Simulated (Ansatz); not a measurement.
Base system: ZnS (space group R3m, No. 160).

```
CELL_PARAMETERS angstrom
      1.89188     1.09228     9.29991
     -1.89188     1.09228     9.29991
      0.00000    -2.18456     9.29991
ATOMIC_POSITIONS crystal
  Zn 0.00001 0.00001 0.00001
  Zn 0.77770 0.77770 0.77770
  Zn 0.55543 0.55543 0.55543
  S  0.91674 0.91674 0.91674
  S  0.47217 0.47217 0.47217
  S  0.69460 0.69460 0.69460
```

Cartesian axes are those of the cell as printed.

One thing is altered: the cell is stretched by 2.92 % along z with no lateral relaxation; the atoms relax in the strained cell.

Levels (all Ansatz, a program for electronic structure, PAW): PBEsol (420 eV, no SOC); r2SCAN (500 eV, no SOC).

The geometry is relaxed with PBEsol.

| Property | Value |
|---|---|
| PBEsol lowest conduction level above the VBM at special points | Γ 1.92 eV; F 3.06 eV; L 3.07 eV; T 3.15 eV |
| PBEsol pressure | -2.16 GPa |
| PBEsol width of the top valence band | 1.72 eV |

Q: Predict the lowest conduction level above the VBM at special points, pressure and width of the top valence band from r2SCAN.

A: The lowest conduction level above the VBM at special points goes from Γ 1.92 eV; F 3.06 eV; L 3.07 eV; T 3.15 eV to Γ 2.61 eV; F 3.62 eV; L 3.61 eV; T 3.80 eV; the pressure goes up by 1.335 GPa, from -2.16 GPa to -0.82 GPa; the width of the top valence band goes up by 0.02 eV to 1.74 eV.

Single points use the geometry relaxed with PBEsol. Their cutoffs differ, which shifts pressures a little. The levels and masses belong to the bands next to the band gap. Whether these cells are dynamically stable was not tested. This is not the structure that ZnS has at room temperature and ambient pressure.
